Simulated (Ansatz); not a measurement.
Base system: a 12-atom supercell of FeS$_{2}$ (space group Pnnm, No. 58; a = 4.367 Å, b = 5.333 Å, c = 3.344 Å; non-magnetic) at its relaxed geometry.

All numbers come from plane-wave PAW DFT at the PBEsol level (Ansatz, a quantum-chemistry and plane-wave program, 420 eV), no spin-orbit coupling.

One neutral defect a cell, atoms relaxed at fixed cell.

One change was made to it. Results:

```json
[
 {"quantity": "pressure", "base": "0.0 GPa", "after": "12.3 GPa"},
 {"quantity": "largest displacement of a host atom from its site in the perfect cell", "base": "–", "after": "0.13 Å"}
]
```

Question: Which change produced these results?
A. Fe on a S site (antisite)
B. S vacancy
C. Zn on a Fe site
D. Fe interstitial (started 1.80 Å from the nearest host atom)

Answer: C, Zn on a Fe site. For comparison, the pressure in the other runs: Fe interstitial (started 1.80 Å from the nearest host atom) gives 16.8 GPa; S vacancy gives -2.3 GPa; Fe on a S site (antisite) gives 1.2 GPa.

Other magnetic orders, which the real material may have, were not ruled out. The cell is small, so the values are those of an ordered compound at a high defect concentration; dilute-limit values will differ. A case with no gap was solved on a k-mesh chosen for an insulator, which is coarse for it. Starting moments died away, wholly or in part, for Zn on a Fe site, the base, Fe interstitial (started 1.80 Å from the nearest host atom) and S vacancy; another magnetic solution may exist. Spin-polarised in the final run: Zn on a Fe site, Fe interstitial (started 1.80 Å from the nearest host atom), S vacancy and Fe on a S site (antisite); the other runs are not.
